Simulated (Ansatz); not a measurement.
Input and output of a self-consistent single point for Zr2Ni (I4/mcm, 6 atoms in the cell) (Ansatz, a program for electronic structure).

Level of theory: PBEsol, PAW files made with PBE (plane waves; Ansatz).

```yaml
crystal:
  lattice:
    - [-3.30150, 3.30150, 2.67339]
    - [3.30150, -3.30150, 2.67339]
    - [3.30150, 3.30150, -2.67339]
  atoms:
    - { symbol: Zr, position: [0.66441, 0.16441, 0.82882] }
    - { symbol: Zr, position: [0.33559, 0.83559, 0.17118] }
    - { symbol: Zr, position: [0.16441, 0.33559, 0.50000] }
    - { symbol: Zr, position: [0.83559, 0.66441, 0.50000] }
    - { symbol: Ni, position: [0.25000, 0.25000, 0.00000] }
    - { symbol: Ni, position: [0.75000, 0.75000, 0.00000] }
```

Reference input (self-consistent single point, DFT, PBEsol, plane waves, PAW files made with PBE): basis.ecutwfc = 420 eV; kpoints.mp_grid.grid = 5 5 5; hamiltonian.xc = pbesol; hamiltonian.pseudopotentials = {kind: paw} (an earlier, softer set of the program's PAW files); scf.occupations.method = fermi_dirac; scf.occupations.width = 0.136 eV. This run's input differs from it in these lines:

Ansatz 0.2 input:
```diff
@@ -16,3 +16,3 @@
 kpoints:
-  mp_grid: { grid: [5, 5, 5] }
+  mp_grid: { grid: [6, 6, 6] }
 hamiltonian:
```

Log, with long lists cut:

```
SCF iter   1: F=—  HF=-28131.533327 eV  |F-HF|=—  |Δ(HF+E_count)|=         —  Δρ=3.58e-1  dr2=1.33e2  ethr=3.10e-3  ⟨swp⟩=5.1  Hψ=5046  notcnv=0
all-band conjugate gradients solve this SCF's bands
preconditioner: auto → Kerker (q_TF=auto, 2.583 Å⁻¹)
SCF iter   2: F=—  HF=-28127.892261 eV  |F-HF|=—  |Δ(HF+E_count)|=    3.64e0  Δρ=1.65e-1  dr2=3.08e1  ethr=3.10e-3  ⟨swp⟩=2.2  Hψ=2561  notcnv=0
   [... lines left out ...]
SCF iter   7: F=—  HF=-28126.564189 eV  |F-HF|=—  |Δ(HF+E_count)|=   5.39e-6  Δρ=2.91e-4  dr2=1.13e-4  ethr=4.39e-7  ⟨swp⟩=2.2  Hψ=2278  notcnv=0
SCF iter   8: F=—  HF=-28126.564190 eV  |F-HF|=—  |Δ(HF+E_count)|=   2.09e-7  Δρ=2.98e-5  dr2=1.10e-6  ethr=1.35e-7  ⟨swp⟩=1.0  Hψ=1561  notcnv=0
SCF iter   9: F=—  HF=-28126.564183 eV  |F-HF|=—  |Δ(HF+E_count)|=   6.24e-6  Δρ=1.25e-5  dr2=2.26e-7  ethr=1.19e-10  ⟨swp⟩=6.7  Hψ=6620  notcnv=0
SCF iter  10: F=-28126.564183 eV  HF=-28126.564183 eV  |F-HF|=4.51e-10  |Δ(HF+E_count)|=   2.33e-8  Δρ=1.13e-6  dr2=1.40e-9  ethr=1.19e-10  ⟨swp⟩=4.0  Hψ=4708  notcnv=0
SCF 1 converged in 10 iterations: F = -28126.564183 eV  dr2 = 1.40e-9
Free energy (F): -28126.564183 eV
Internal energy: -28126.101386 eV  (E = F + TS)
E sigma→0 (E₀):  -28126.332785 eV
Entropy (-TS):   -0.462797 eV (-77.133 meV/atom)
Fermi energy:    14.142690 eV
--- Forces (eV/Å), atoms counted from 1 ---
  atom   1  Zr     0.00927557     0.00927557     0.00000000
  atom   2  Zr    -0.00927557    -0.00927557     0.00000000
  atom   3  Zr    -0.00927557     0.00927557     0.00000000
  atom   4  Zr     0.00927557    -0.00927557    -0.00000000
  atom   5  Ni    -0.00000000    -0.00000000     0.00000000
  atom   6  Ni    -0.00000000    -0.00000000     0.00000000
--- Stress (GPa, compression-positive) ---
       -9.687133       0.000000       0.000000
        0.000000      -9.687133      -0.000000
        0.000000       0.000000      -9.638524
  P = ⅓ Tr σ = -9.6709 GPa (-96.709 kbar)
  The stress holds the Pulay correction. Without it, at fixed plane waves, as pw.x and ABINIT print it: P = -9.6853 GPa
```

The run converged in 10 iterations. Against the reference run the free energy hardly moves (within 1 meV/atom), the pressure stays at -9.67 GPa and the largest force goes from 0.006 to 0.013 eV/Å.

The starting cell comes from a database of computed structures (which also holds hypothetical and non-ambient phases and stackings), without a prior relaxation at this level. Its lattice was rescaled by a random factor within 2.5 % of one. Spin polarisation is off. With a pressure of about -10 GPa the cell is away from its equilibrium volume at this level. Ansatz's pressure includes its estimate of the finite-basis (Pulay) stress.
